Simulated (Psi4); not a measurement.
Psi4 1.11, unrestricted B3LYP/def2-tzvp: [SbH], charge 0, multiplicity 3, 2 atoms. The geometry is a generated start, not checked to be a minimum at this level.

- task: energy
- method: b3lyp
- basis: def2-tzvp
- memory: 3 GB
- maxiter: 100
- keys of the molecule block: symmetry c1
- scf_type: df (default)
- diis_max_vecs: 10 (default)
- e_convergence: 1e-06 (default)
- d_convergence: 1e-06 (default)
- dft_radial_points: 75 (default)
- dft_spherical_points: 302 (default)
- effective core potentials: those of the basis set, past Kr
- basis functions: 56
- grid points: 42911

```xyz
2

Sb     0.0367    -0.0199    -0.8789
H     -0.0367     0.0199     0.8789
```

Charge 0 and multiplicity 3 are set for this test and not shown to be the ground state.

With the defaults (damping_percentage = 0, diis = true, scf_initial_accelerator = adiis, guess = auto, which took SAD, level_shift = 0, level_shift_cutoff = 0.01, soscf = false, soscf_start_convergence = 0.01, diis_start = 1) it converges in 8 SCF iterations. One run each on 2 threads, with these changes:
- diis_start = 4
- soscf = true, soscf_start_convergence = 0.1
- level_shift = 0.5, level_shift_cutoff = 0.001
- damping_percentage = 60
- guess = sapgau
- damping_percentage = 20
- damping_percentage = 60, diis = false, scf_initial_accelerator = none
- guess = modhuckel
- level_shift = 0.1, level_shift_cutoff = 0.001

Task: Which runs fail or end elsewhere than the default run?

Result: No convergence: damping_percentage = 60; damping_percentage = 60, diis = false, scf_initial_accelerator = none (the run ends without SCF convergence in 100 iterations). The rest reach the solution of the defaults.

```
setting                                                                SCF iterations  JK calls             end
---------------------------------------------------------------------  --------------  --------  --------------
soscf = true, soscf_start_convergence = 0.1                                         5        16   same solution
the defaults                                                                        8         9   same solution
guess = modhuckel                                                                   9        21   same solution
level_shift = 0.1, level_shift_cutoff = 0.001                                       9        10   same solution
level_shift = 0.5, level_shift_cutoff = 0.001                                       9        10   same solution
diis_start = 4                                                                     10        11   same solution
guess = sapgau                                                                     13        13   same solution
damping_percentage = 20                                                            18        19   same solution
damping_percentage = 60                                                           100       101  no convergence
damping_percentage = 60, diis = false, scf_initial_accelerator = none             100       101  no convergence
```

An SOSCF iteration holds several JK calls; a Hückel guess adds calls on atoms.
